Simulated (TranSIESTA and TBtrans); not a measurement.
## In chain with one C atom inserted

System: In chain with one C atom inserted. Leads: straight In chain, spacing 2.9 Å. Geometry: 3 atoms about the centre moved by SIESTA (PBE, DZP) to a largest force of 0.04 eV/Å, all others as built, motion along the axis alone.

Method: TranSIESTA and TBtrans, PBE, DZP numerical orbitals (energy shift 0.15 eV), PseudoDojo norm-conserving scalar-relativistic potentials, mesh cutoff 200 Ry, 300 K, no spin polarisation, no spin-orbit coupling; self-consistent non-equilibrium Green functions.

| Property | Result |
|---|---|
| Conductance at 300 K (G0 = 2e²/h) | 1.27 |
| Mean T from −0.5 to 0.5 eV | 0.99 |

Energies count from the leads' Fermi level. Transmissions are for one spin of a degenerate pair. The energy step is 0.01 eV; narrower resonances are cut or missed.

| E (eV) | T | lead channels |
|---|---|---|
| -2.00 | 0.60 | 1 |
| -1.90 | 0.55 | 1 |
| -1.80 | 0.43 | 1 |
| -1.70 | 0 | 0 |
| -1.60 | 0 | 0 |
| -1.50 | 0 | 0 |
| -1.40 | 0 | 0 |
| -1.30 | 0.41 | 1 |
| -1.20 | 0.69 | 1 |
| -1.10 | 0.72 | 1 |
| -1.00 | 0.72 | 1 |
| -0.90 | 0.71 | 1 |
| -0.80 | 0.71 | 1 |
| -0.70 | 0.70 | 1 |
| -0.60 | 0.70 | 1 |
| -0.50 | 0.69 | 1 |
| -0.40 | 0.68 | 1 |
| -0.30 | 0.68 | 1 |
| -0.20 | 0.67 | 1 |
| -0.10 | 1.20 | 3 |
| 0.00 | 1.28 | 3 |
| 0.10 | 1.23 | 3 |
| 0.20 | 1.16 | 3 |
| 0.30 | 1.10 | 3 |
| 0.40 | 1.06 | 3 |
| 0.50 | 1.03 | 3 |
| 0.60 | 1.02 | 3 |
| 0.70 | 1.01 | 3 |
| 0.80 | 1.01 | 3 |
| 0.90 | 1.02 | 3 |
| 1.00 | 1.04 | 3 |
| 1.10 | 1.07 | 3 |
| 1.20 | 1.10 | 3 |
| 1.30 | 1.14 | 3 |
| 1.40 | 1.18 | 3 |
| 1.50 | 1.23 | 3 |
| 1.60 | 1.29 | 3 |
| 1.70 | 1.35 | 3 |
| 1.80 | 1.41 | 3 |
| 1.90 | 1.49 | 3 |
| 2.00 | 1.56 | 3 |

The straight chain is held at its spacing; free chains may zigzag or dimerise. No spin-polarised start was tried, so a magnetic state, if there is one, is missed.
